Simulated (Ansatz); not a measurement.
Defect calculation: O on the N site (broken-bond start) in wurtzite GaN

Calculation: PBE, PAW (plane waves to 420 eV; Ansatz, a first-principles code). A 3×2×2 supercell of 96 sites was used; the energies come from a 2×2×2 shifted sampling of its zone. Sites at the start: the N site; started 0.95 Å off site, one bond broken, along c. Finite-size correction: monopole term and site-potential alignment. Dielectric constants: PBE linear response of the host. Host gap at this level: 1.71 eV. Finite-size and sampling errors can reach tenths of an eV here. Levels are measured in PBE's own, too narrow, gap. Spin–orbit coupling is left out. Each state is the lowest found from its start.

Formation energies E_f are given with the Fermi level at the valence-band maximum. Chemical conditions: Ga-rich (Δμ(N) = -0.88 eV, Δμ(O) = -3.04 eV, bounded by beta Ga2O3; only phases computed here count, gases as isolated molecules at 0 K); N-rich (Δμ(N) = 0.00 eV, Δμ(O) = -2.45 eV, bounded by beta Ga2O3; only phases computed here count, gases as isolated molecules at 0 K). Reference phases: N: N2 molecule in a box, O: O2 molecule in a box.

Charges from +1 to −1 were run; one beyond them could lie lower near a band edge.

```json
[
 {"charge": "+1", "moment (μB)": "not spin-polarised", "largest move off a lattice site (Å)": "0.10", "image correction with alignment (eV)": "0.16", "E_f, Ga-rich (eV)": "-1.22", "E_f, N-rich (eV)": "-0.92"},
 {"charge": "0*", "moment (μB)": "quenched", "largest move off a lattice site (Å)": "0.09", "image correction with alignment (eV)": "–", "E_f, Ga-rich (eV)": "–", "E_f, N-rich (eV)": "–"},
 {"charge": "−1*", "moment (μB)": "not spin-polarised", "largest move off a lattice site (Å)": "0.08", "image correction with alignment (eV)": "–", "E_f, Ga-rich (eV)": "–", "E_f, N-rich (eV)": "–"}
]
```

* At this level the carrier isn't localised at the defect: at charge 0 electrons occupy the conduction band; at charge −1 electrons occupy the conduction band. Such a state is shallow or no state of the defect, and this cell gives it no level.

Starting moments that weren't kept: charge 0 began with 1 μB and ended with 0.0.

No other site or start that was run ended lower by more than 0.1 eV.

Flagged in the runs: a doubtful potential alignment, a host whose relaxation on this sampling wasn't shown to rest.
